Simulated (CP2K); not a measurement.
A self-consistent single point of MoS₂ (P6_3/mmc, 6 atoms in the cell) with CP2K.

Computed with PBE, GPW, DZVP-MOLOPT-SR-GTH basis, GTH-PBE potentials (GTH_POTENTIALS) run with CP2K 2026.2.

The change in words: lattice scaled by 0.98. Reference geometry:
```xyz
6
Lattice="3.2103 0.0000 0.0000 -1.6051 2.7802 0.0000 0.0000 0.0000 13.2812" Properties=species:S:1:pos:R:3 pbc="T T T"
Mo     0.0000     0.0000     3.3203
Mo     0.0000     0.0000     9.9609
S      0.0000     1.8535     4.8840
S      1.6051     0.9267     8.3972
S      1.6051     0.9267    11.5246
S      0.0000     1.8535     1.7566
```

Reference input (self-consistent single point, DFT PBE, GPW, DZVP-MOLOPT-SR-GTH basis, GTH-PBE potentials (GTH_POTENTIALS)): CUTOFF = 500 Ry; REL_CUTOFF = 50 Ry; KPOINTS/SCHEME = MONKHORST-PACK 6 6 2; GAMMA_CENTERED = T; XC_FUNCTIONAL = PBE; Mo/BASIS_SET = DZVP-MOLOPT-SR-GTH-q14; Mo/POTENTIAL = GTH-PBE-q14; S/BASIS_SET = DZVP-MOLOPT-SR-GTH-q6; S/POTENTIAL = GTH-PBE-q6; METHOD = GPW; EPS_DEFAULT = 1e-10; NGRIDS = 5. This run's input differs from it in these lines:

```diff
@@ -60,5 +60,5 @@
     &CELL
-      A 3.21027600 0.00000000 0.00000000
-      B -1.60513800 2.78018100 0.00000000
-      C 0.00000000 0.00000000 13.28118100
+      A 3.14607000 0.00000000 0.00000000
+      B -1.57303500 2.72457700 0.00000000
+      C 0.00000000 0.00000000 13.01555700
       PERIODIC XYZ
```

Log, with long lists cut:

```
 SCF WAVEFUNCTION OPTIMIZATION

  Step     Update method      Time    Convergence         Total energy    Change
     1 NoMix/Diag. 0.40E+00      -     0.85885579      -178.2650104678 -1.78E+02
     2 Broy./Diag. 0.40E+00      -     0.20860237      -180.4895181182 -2.22E+00
     3 Broy./Diag. 0.40E+00      -     0.01892577      -177.9150686043  2.57E+00
     4 Broy./Diag. 0.40E+00      -     0.01436195      -177.4884283783  4.27E-01
     5 Broy./Diag. 0.40E+00      -     0.00603094      -177.5307442045 -4.23E-02
     6 Broy./Diag. 0.40E+00      -     0.00322198      -177.4647123004  6.60E-02
   [... 3 lines left out ...]
    10 Broy./Diag. 0.40E+00      -     0.00009381      -177.5062921842  8.66E-04
    11 Broy./Diag. 0.40E+00      -     0.00000830      -177.5069592647 -6.67E-04
    12 Broy./Diag. 0.40E+00      -     0.00000680      -177.5068917263  6.75E-05
    13 Broy./Diag. 0.40E+00      -     0.00000058      -177.5069764271 -8.47E-05
  *** SCF run converged in    13 steps ***

  Overlap energy of the core charge distribution:               0.00000000001782
  Self energy of the core charge distribution:               -353.88369891633357
  Core Hamiltonian energy:                                     80.02959191294677
  Hartree energy:                                             121.33500653585034
  Exchange-correlation energy:                                -24.98787595956097

  Total energy:                                              -177.50697642707962

 ENERGY| Total FORCE_EVAL ( QS ) energy [hartree]           -177.506957913142941

 FORCES| Atomic forces [hartree/bohr]
 FORCES|   Atom     x               y               z               |f|
 FORCES|      1 -6.98065547E-07  4.19637145E-07 -1.05761312E-09   8.14488772E-07
   [... lines left out ...]

 STRESS| Analytical stress tensor [bar]
 STRESS|                        x                   y                   z
 STRESS|      x        6.35472144656E+04  -4.21721723693E-01   3.46250294643E-07
 STRESS|      y       -4.21721723693E-01   6.35464082268E+04   1.69760236642E-02
 STRESS|      z        3.46250294643E-07   1.69760236642E-02   8.17993939659E+04
 STRESS| 1/3 Trace                                             6.96310055528E+04
```

The run converged in 13 iterations. Against the reference run the free energy rises by 16.7 meV/atom, the pressure goes from -1.89 to 6.96 GPa, the largest force goes from 0.132 to 0.910 eV/Å and the gap on the mesh goes from 1.094 to 1.145 eV.

The starting cell comes from a database of computed structures (which also holds hypothetical and non-ambient phases and stackings), without a prior relaxation at this level. Its lattice was rescaled by a random factor within 2.5 % of one. For this run, on top of that: lattice scaled by 0.98. Values carry the incompleteness of an atom-centred basis. With a pressure of about 7 GPa the cell is away from its equilibrium volume at this level.

Cost on one core of a shared machine: roughly 70 s.
